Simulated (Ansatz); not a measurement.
Base system: Al in the fcc (Cu type) structure (space group Fm-3m, No. 225; a = 3.9839 Å; relaxed with 0.1 eV smearing). Axes: x, y, z lie along the cube axes.

Calculations: LDA/PAW in Ansatz (a quantum-chemistry and plane-wave program), spin-orbit coupling left out.

Strains are applied to the cell and any free atomic positions relax; under biaxial strain the out-of-plane vector relaxes too.

One change was made to it. Results:

The energy increases by 1.8 meV/atom; the pressure (mean of the normal stresses, compression positive) goes from zero to -0.9 GPa; the volume per atom rises by 0.195 Å³ to 16.00 Å³.

Which of these changes matches the shifts?
(A) biaxial strain +2.08 %, plane normal [111], relaxed out of plane
(B) biaxial strain −2.50 %, plane normal [111], relaxed out of plane
(C) biaxial strain +1.25 %, plane normal [111], relaxed out of plane
(D) biaxial strain −0.83 %, plane normal [111], relaxed out of plane
(E) biaxial strain −1.67 %, plane normal [111], relaxed out of plane

C, biaxial strain +1.25 %, plane normal [111], relaxed out of plane. For comparison, the volume per atom in the other runs: biaxial strain −0.83 %, plane normal [111], relaxed out of plane gives 15.68 Å³; biaxial strain +2.08 %, plane normal [111], relaxed out of plane gives 16.15 Å³; biaxial strain −1.67 %, plane normal [111], relaxed out of plane gives 15.54 Å³; biaxial strain −2.50 %, plane normal [111], relaxed out of plane gives 15.38 Å³.

Stability against distortions was not tested.
